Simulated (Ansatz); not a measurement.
**PBE against r2SCAN: AlN, Al → Ga**

Consider AlN in the wurtzite structure (space group P6_3mc, No. 186; a = 3.1303 Å, c = 5.0180 Å).

(Cell as relaxed with PBE.)

Levels (all Ansatz, an electronic-structure program, PAW): PBE (420 eV, no spin-orbit coupling); r2SCAN (500 eV, scalar-relativistic without spin-orbit coupling).

Each level relaxes its own structure.

| base | PBE | r2SCAN |
|---|---|---|
| volume per atom | 10.65 Å³ | 10.40 Å³ |
| lattice parameter a | 5.915 bohr | 5.871 bohr |
| band gap | 4.03 eV | 4.88 eV |

Modification: Ga takes the place of Al on all its sites; the structure is relaxed again.

| quantity | PBE | r2SCAN |
|---|---|---|
| shift of the gap caused by the change | -2.32 eV | (withheld) |
| electron mass | 0.14 mₑ along c, 0.16 mₑ across (at Γ) | (withheld) |
| band gap | 1.71 eV | (withheld) |
| volume per atom | 11.76 Å³ | (withheld) |
| gap character | direct at Γ | (withheld) |

**Question.** Given the PBE results, estimate those of r2SCAN.

**Answer.** 
- shift of the gap caused by the change, r2SCAN: -2.53 eV
- electron mass, r2SCAN: 0.17 mₑ along c, 0.19 mₑ across (at Γ)
- band gap, r2SCAN: 2.35 eV
- volume per atom, r2SCAN: 11.37 Å³
- gap character, r2SCAN: direct at Γ

PBE's shift of the gap caused by the change lies 0.21 eV above r2SCAN's; PBE's band gap lies 0.64 eV below r2SCAN's; PBE's volume per atom lies 0.39 Å³ above r2SCAN's (3.4 %); the two agree on the gap character. Neither level is exact; r2SCAN is the comparison here, not a measurement.

Effective masses come from finite differences of ±0.01 Å⁻¹. No phonon test of stability was made.
